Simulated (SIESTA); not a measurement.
Worked example: relaxation of the atoms of KTlO2 (R3m, 4 atoms in the cell) in SIESTA.

Method of the run: LDA PW92, numerical atomic orbitals TZP, PseudoDojo LDA standard norm-conserving potentials (rewritten from UPF to PSML) in SIESTA.

The change in words: one atom moved by 0.15 angstrom; MD.TypeOfRun: default → CG; MD.Steps: default → 40; MD.MaxForceTol: default → 0.2 eV/Ang. Reference geometry:
```
CELL_PARAMETERS angstrom
      1.71813     0.99196     6.07173
     -1.71813     0.99196     6.07173
      0.00000    -1.98392     6.07173
ATOMIC_POSITIONS crystal
  K  0.50000 0.50000 0.50000
  Tl 0.00000 0.00000 0.00000
  O  0.73208 0.73208 0.73208
  O  0.26792 0.26792 0.26792
```

Reference input (self-consistent single point, DFT, LDA PW92, numerical atomic orbitals TZP, PseudoDojo LDA standard norm-conserving potentials (rewritten from UPF to PSML)): XC.functional = LDA; XC.authors = PW92; potentials = PseudoDojo LDA standard; PAO.BasisSize = TZP; PAO.EnergyShift = 0.005 Ry; MeshCutoff = 350 Ry; kgrid.MonkhorstPack = 4 4 4; OccupationFunction = FD; ElectronicTemperature = 20 meV; MaxSCFIterations = 150; SCF.Mixer.Method = Pulay; SCF.Mixer.Weight = 0.1. This run's input differs from it in these lines:

```diff
@@ -19,3 +19,3 @@
 %block AtomicCoordinatesAndAtomicSpecies
-     0.000000000   -0.000001000    9.107593500  1
+    -0.000000000   -0.000001016    9.257595565  1
      0.000000000    0.000000000    0.000000000  2
@@ -44,2 +44,5 @@
 Diag.ParallelOverK           true
+MD.TypeOfRun                 CG
+MD.Steps                     40
+MD.MaxForceTol               0.2 eV/Ang
 WriteForces                  true
```

Output (repeated stretches shortened):

```
        iscf     Eharris(eV)        E_KS(eV)     FreeEng(eV)     dDmax    Ef(eV) dHmax(eV)
   scf:    1    -3338.033192    -3356.585018    -3356.585018  1.402761 -7.826835 10.027771
   scf:    2    -3362.406332    -3359.699979    -3359.699979  0.129088 -8.025856  6.788914
   scf:    3    -3363.143753    -3362.428295    -3362.428295  0.299740 -7.029065  0.839291
   scf:    4    -3362.457671    -3362.445677    -3362.445677  0.017690 -7.105328  0.696748
   scf:    5    -3362.485620    -3362.469576    -3362.469576  0.065389 -7.145876  0.289034
   [... 4 lines left out ...]
   scf:   10    -3362.472032    -3362.472032    -3362.472032  0.000127 -7.098642  0.001046
   scf:   11    -3362.472032    -3362.472032    -3362.472032  0.000021 -7.098770  0.000888
   scf:   12    -3362.472032    -3362.472032    -3362.472032  0.000194 -7.099376  0.000085
   scf:   13    -3362.472032    -3362.472032    -3362.472032  0.000003 -7.099373  0.000076
SCF Convergence by DM+H criterion
max |DM_out - DM_in|         :     0.0000028269
max |H_out - H_in|      (eV) :     0.0000764379
SCF cycle converged after 13 iterations

Using DM_out to compute the final energy and forces

siesta: E_KS(eV) =            -3362.4720

siesta: E_KS - E_eggbox =     -3362.4720

siesta: Atomic forces (eV/Ang):
     1   -0.000000   -0.000000   -0.700367
     2   -0.000000   -0.000000    0.563408
     3   -0.000000    0.000000    0.104345
     4   -0.000000    0.000000    0.032236
   Tot   -0.000000   -0.000000   -0.000378
   Max    0.700367
   Res    0.261386    sqrt( Sum f_i^2 / 3N )
   Max    0.700367    constrained

Stress tensor Voigt[x,y,z,yz,xz,xy] (kbar):       12.10       12.10       17.42       -0.00        0.00       -0.00
(Free)E + p*V (eV/cell)    -3363.0098
   [... lines left out ...]
outcell: Cell volume (Ang**3)        :     62.0888
        iscf     Eharris(eV)        E_KS(eV)     FreeEng(eV)     dDmax    Ef(eV) dHmax(eV)
siesta: FreeEng =     -3362.524685
siesta: Cell volume =         62.088775 Ang**3
siesta:         -21.33157797        -17.37827290  kBar
   [... lines left out ...]
   4  6.579   1.619  -0.140   0.308   1.628   1.869   1.628  -0.264  -0.267
             -0.264   0.194   0.052   0.194   0.005   0.006   0.003   0.006

              0.005

mulliken: Qtot =       34.000

Mulliken Atomic Populations:
Atom #   charge [q] valence [e]  Species
     1     0.839693    8.160307  K
     2     0.322289   12.677711  Tl
     3    -0.582922    6.582922  O
     4    -0.579060    6.579060  O
 Total     0.000000
```

The run converged. 

Summary of the result:
```
Quantity                                                 Result
------------------------------------------------  -------------
Free energy E − TS                                -3362.5247 eV
Top of the valence band (on the code's own zero)       -7.55 eV
Gap on the k-point mesh                                 0.81 eV
Pressure                                              -2.13 GPa
Largest force (vector length)                        0.046 eV/Å
Relaxation steps                                              4
```

The starting cell comes from a database of computed structures (which also holds hypothetical and non-ambient phases and stackings), without a prior relaxation at this level. Its lattice was rescaled by up to half a per cent. For this run, on top of that: one atom moved by 0.15 angstrom. Spin-orbit coupling is off. Values carry the incompleteness of an atom-centred basis. The basis of the alkali or alkaline-earth atoms may lack their empty d shell, which can raise the gap.

Cost on one core of a shared machine: roughly 30 min.
